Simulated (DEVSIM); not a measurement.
Structure: Ti/HfO2/SiO2/n-Si capacitor, at 400 K.

| layer (left to right) | material | thickness (nm) | Nd (cm⁻³) |
|---|---|---|---|
| 1 | HfO2 | 3.60 | - |
| 2 | SiO2 | 1.20 | - |
| 3 | Si | 770 | 5.6e17 |

Metal gate on the left, work function 4.33 eV. Fixed charge at the semiconductor interface -6.7e10 cm⁻² (in units of +e); no interface traps.

This is a model device: material constants are rounded textbook-type values typed into the input, and sizes, dopings and lifetimes were drawn at random. Values at 300 K; Nc and Nv go as T^1.5, mobilities as T to minus their exponent, the gap by Varshni's rule with the affinity fixed.

```tsv
parameter	HfO2	SiO2	Si
gap (eV)	5.7	9	1.124
affinity (eV)	2.5	0.9	4.05
permittivity	22	3.9	11.7
Nc (cm⁻³)	-	-	2.86e19
Nv (cm⁻³)	-	-	3.1e19
Varshni α (eV/K)	-	-	0.000473
Varshni β (K)	-	-	636
```

DEVSIM, 1D Poisson equation in equilibrium, Boltzmann statistics, complete ionisation; no quantum confinement or tunnelling. Metal contacts follow the ideal Schottky-Mott rule: no Fermi-level pinning, no interface dipoles.

The substrate doping was swept, all else fixed.

```tsv
substrate doping (cm^-3)	flat-band voltage (V)	minimum of the low-frequency capacitance (μF/cm²)	threshold voltage (band bending 2φF) (V)
2.8e16	0.03	0.0730	-0.59
5.6e16	0.06	0.0964	-0.64
1.1e17	0.08	0.130	-0.69
2.8e17	0.11	0.186	-0.77
5.6e17	0.14	[?]	[?]
1.1e18	0.16	0.314	-0.98
```

Problem. Complete the blanks.

Solution. 
- 5.6e17, minimum of the low-frequency capacitance (μF/cm²): 0.243
- 5.6e17, threshold voltage (band bending 2φF) (V): -0.86
